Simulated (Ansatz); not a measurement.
Start from Ba3As2 (space group P-3m1, No. 164; a = 5.5898 Å, c = 7.1112 Å; a hypothetical phase, not in the database extracts checked). Axes: x lies along a and z along c of the hexagonal cell.

(Cell as relaxed with PBE.)

Levels (all Ansatz, a first-principles code, PAW): PBE (420 eV, without spin-orbit coupling); r2SCAN (500 eV, scalar-relativistic without spin-orbit coupling).

Each level relaxes its own structure.

| base | PBE | r2SCAN |
|---|---|---|
| volume per atom | 38.49 Å³ | 38.20 Å³ |
| lattice parameter a | 5.590 Å | 5.583 Å |
| band gap | 0.40 eV | 0.59 eV |

It is then changed as follows: compressive biaxial strain of 0.79 % in the plane normal to [001], as in epitaxy on a mismatched substrate; the out-of-plane cell vector and the atoms relax.

```tsv
quantity	PBE	r2SCAN
band gap	0.49 eV	0.68 eV
mean in-plane stress (compression positive)	+0.3 GPa	+0.4 GPa
out-of-plane strain	+1.35 %	+1.17 %
electron mass	0.45 mₑ (at K)	0.45 mₑ out of plane, 0.42 mₑ in plane (at K)
```

PBE's band gap lies 0.184 eV below r2SCAN's; PBE's out-of-plane strain lies 0.18 % above r2SCAN's. Neither level is exact; r2SCAN is the comparison here, not a measurement.

Effective masses come from finite differences of ±0.01 Å⁻¹. No phonon test of stability was made.
